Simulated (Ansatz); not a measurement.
# (Ru,Os): OsRu

A 32-atom cell of (Ru,Os) started in the hexagonal close-packed structure, site fractions Ru 0.500, Os 0.500, short-range order 0.00 among the nearest mixed sites of the first mixed sublattice (0 is random, a negative value favours unlike neighbours), space group P1 at the end.

The numbers are results of PBE (plane waves to 420 eV, PAW; Ansatz, a first-principles code), not measurements. No spin–orbit coupling; the runs are not spin-polarised. Its k-point mesh 5×5×5, Fermi–Dirac width 0.05 eV.

| Item | Value |
|---|---|
| volume per atom | 14.02 Å³ |
| Os–Ru bonds (within 1.22 times the sum of covalent radii) | 2.707 Å on average, from 2.670 to 2.753 (96) |
| Os–Os bonds (within 1.22 times the sum of covalent radii) | 2.708 Å on average, from 2.672 to 2.753 (48) |
| Ru–Ru bonds (within 1.22 times the sum of covalent radii) | 2.707 Å on average, from 2.674 to 2.751 (48) |

```
CELL_PARAMETERS angstrom
      1.36517    -7.11023    -4.32325
     -1.36570     7.11043    -4.32375
      6.84150     2.37271     4.32387
ATOMIC_POSITIONS crystal
  Os 0.54090 0.37479 0.16593
  Ru 0.29122 0.49973 0.04150
  Ru 0.79173 0.00021 0.04134
  Ru 0.29258 0.99989 0.54260
  Os 0.54116 0.62507 0.41577
  Ru 0.04072 0.12490 0.41610
  Os 0.29186 0.75083 0.29177
  Os 0.79119 0.24976 0.29180
  Os 0.04088 0.87468 0.16542
  Os 0.54304 0.12526 0.91761
  Os 0.29078 0.24973 0.79020
  Os 0.54147 0.87495 0.66717
  Ru 0.04163 0.37533 0.66654
  Os 0.79332 0.50013 0.54280
  Ru 0.04180 0.62441 0.91727
  Os 0.79068 0.75001 0.79099
  Os 0.45829 0.12521 0.33406
  Os 0.20819 0.24982 0.20810
  Os 0.70834 0.75013 0.20804
  Ru 0.20966 0.75084 0.70994
  Os 0.45879 0.37476 0.58289
  Os 0.95823 0.87399 0.58295
  Ru 0.20849 0.50075 0.45810
  Ru 0.70751 0.99982 0.45839
  Ru 0.95858 0.62532 0.33385
  Ru 0.45925 0.87528 0.08402
  Ru 0.20847 0.00000 0.95744
  Ru 0.45783 0.62497 0.83321
  Ru 0.95816 0.12519 0.83305
  Ru 0.70897 0.24990 0.70933
  Ru 0.95878 0.37520 0.08447
  Os 0.70748 0.49915 0.95738
```
